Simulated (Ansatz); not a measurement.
The reference is Ta₃Sn in the A15 (Cr3Si type) structure (space group Pm-3n, No. 223; a = 5.261 Å).

The change: a hydrostatic pressure of 3 GPa.

Levels (all Ansatz, a quantum-chemistry and plane-wave program, PAW): PBEsol (420 eV, without spin-orbit coupling); PBEsol+SOC (420 eV, noncollinear with spin-orbit coupling).

The geometry is relaxed with PBEsol.

```
Quantity           Value
---------------  -------
PBEsol pressure  3.0 GPa
```

### Question
Predict the pressure from PBEsol+SOC.

### Answer
The pressure falls by 0.2 GPa, from 3.0 GPa to 2.8 GPa.

Single points use the geometry relaxed with PBEsol. Differences between runs with and without spin-orbit coupling are approximate. Load acts through the strain it causes; cell and atoms are relaxed under it. Stability against distortions was not tested. The runs without spin-orbit coupling are not spin-polarised.
